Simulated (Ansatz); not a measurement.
**MgSnO3, pressure series**

The reference is MgSnO$_{3}$ (space group R-3, No. 148; a = 5.279 Å, c = 14.107 Å (hexagonal axes); a cell from a computed database, its experimental status unchecked).

Cell and atoms are relaxed at each pressure.

Calculations: PBEsol (Ansatz, a first-principles code; PAW; 420 eV plane waves; no spin-orbit coupling).

```
P (GPa)  V (Å³/atom)
-------  -----------
-2.00         11.506
-0.99         11.425
0.30          11.324
0.70          11.294
1.50          11.236
2.99          11.130
4.99          10.997
7.49          10.842
9.99          10.697
```

A third-order Birch–Murnaghan fit to these points gives V₀ = 11.35 Å³/atom, B₀ = 148 GPa and B₀′ = 4.5. At pressure 10 GPa the volume is 94.3 % of V₀.

Between the base and pressure 10 GPa the gap moves from 2.74 eV to 3.08 eV, a mean slope of 34 meV/GPa.

Load acts through the strain it causes; cell and atoms are relaxed under it. Stability against distortions was not tested. Competing high-pressure phases were not computed.
